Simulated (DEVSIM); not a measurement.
System: Schottky contact on n-type β-Ga2O3, at 350 K.

```csv
layer (left to right),material,thickness (μm),Nd (cm⁻³),τn (s),τp (s)
1,β-Ga2O3,1.00,2.7e15,6.3e-9,6.3e-9
```

Left contact: Schottky, work function 5.47 eV, emission velocity 8.3e6 cm/s. Right contact: ohmic. Voltage is applied to the left contact. Recombination: SRH at mid-gap. Mobility is constant in doping.

The device is made up for the run: typed textbook-type constants, with dimensions and the other settings drawn at random. Values at 300 K; Nc and Nv go as T^1.5, mobilities as T to minus their exponent, the gap by Varshni's rule with the affinity fixed.

```csv
parameter,β-Ga2O3
gap (eV),4.8
affinity (eV),4
permittivity,10
Nc (cm⁻³),3.7e18
Nv (cm⁻³),5e20
μn (cm²/Vs),160
μp (cm²/Vs),1
T exponent of μn,1.8
T exponent of μp,1.5
Varshni α (eV/K),0.0004
Varshni β (K),600
```

Simulated with DEVSIM: 1D drift-diffusion, Boltzmann statistics, complete ionisation; no tunnelling, impact ionisation, image-force lowering or self-heating. Metal contacts follow the ideal Schottky-Mott rule: no Fermi-level pinning, no interface dipoles.

### Question
Tabulate band edges, carrier densities and field at -2.0 V on the left contact.

### Answer
Energies count from the Fermi level of the right contact; mesh points crowd at the junctions.

| x (μm) | Ec (eV) | Ev (eV) | n (cm⁻³) | p (cm⁻³) | field (V/cm) |
|---|---|---|---|---|---|
| 0.000 | 3.470 | -1.318 | < 1e2 | < 1e2 | -57000 |
| 0.007888 | 3.425 | -1.363 | < 1e2 | < 1e2 | -56000 |
| 0.01824 | 3.367 | -1.421 | < 1e2 | < 1e2 | -56000 |
| 0.03182 | 3.292 | -1.497 | < 1e2 | < 1e2 | -55000 |
| 0.05570 | 3.161 | -1.627 | < 1e2 | < 1e2 | -54000 |
| 0.08098 | 3.026 | -1.763 | < 1e2 | < 1e2 | -53000 |
| 0.1142 | 2.853 | -1.935 | < 1e2 | < 1e2 | -51000 |
| 0.1724 | 2.562 | -2.226 | < 1e2 | < 1e2 | -48000 |
| 0.2342 | 2.273 | -2.515 | < 1e2 | < 1e2 | -45000 |
| 0.3022 | 1.975 | -2.813 | < 1e2 | < 1e2 | -42000 |
| 0.4045 | 1.571 | -3.218 | < 1e2 | < 1e2 | -37000 |
| 0.5577 | 1.060 | -3.729 | 2600 | < 1e2 | -30000 |
| 0.6690 | 0.761 | -4.028 | 5.2e7 | < 1e2 | -24000 |
| 0.7538 | 0.574 | -4.215 | 2.6e10 | < 1e2 | -20000 |
| 0.8338 | 0.429 | -4.359 | 3.1e12 | < 1e2 | -16000 |
| 0.8794 | 0.361 | -4.428 | 3.0e13 | < 1e2 | -14000 |
| 0.9141 | 0.315 | -4.473 | 1.3e14 | < 1e2 | -12000 |
| 0.9405 | 0.285 | -4.504 | 3.7e14 | < 1e2 | -11000 |
| 0.9655 | 0.258 | -4.530 | 8.9e14 | < 1e2 | -10000 |
| 0.9797 | 0.244 | -4.544 | 1.4e15 | < 1e2 | -9700 |
| 0.9906 | 0.234 | -4.555 | 2.0e15 | < 1e2 | -9500 |
| 1.000 | 0.225 | -4.564 | 2.7e15 | < 1e2 | -9400 |
